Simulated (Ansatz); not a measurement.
Reference: GaAs (F-43m), PBEsol, rigid bands (plane waves, PAW, scalar-relativistic; Ansatz, a first-principles code); axes and stresses refer to this cell.

```
GaAs
1.0
    0.00000     2.82956     2.82956
    2.82956     0.00000     2.82956
    2.82956     2.82956     0.00000
Ga As
1 1
Direct
  0.00000   0.00000   0.00000
  0.25000   0.25000   0.25000
```

The hole conductivity mass is 0.36 mₑ and the Seebeck coefficient, n-type 1e19 cm⁻³ is -34 μV/K. The Seebeck coefficient, p-type 1e19 cm⁻³ comes out as 322 μV/K.

Problem. Change: functional r2SCAN on the same cell. What happens to hole conductivity mass, Seebeck coefficient, n-type 1e19 cm⁻³, Seebeck coefficient, p-type 1e19 cm⁻³?

Solution. hole conductivity mass moves little, to 0.37 mₑ; Seebeck coefficient, n-type 1e19 cm⁻³ grows in size to -46 μV/K; Seebeck coefficient, p-type 1e19 cm⁻³ moves little, to 322 μV/K.

Masses are for dilute carriers at 300 K, harmonic means over directions unless an axis is named. Seebeck coefficients are for the stated density at 300 K, with one relaxation time for all states and whether or not that doping can be reached. Spin-orbit coupling is left out unless a row names it; without it hole values are far off for these elements.
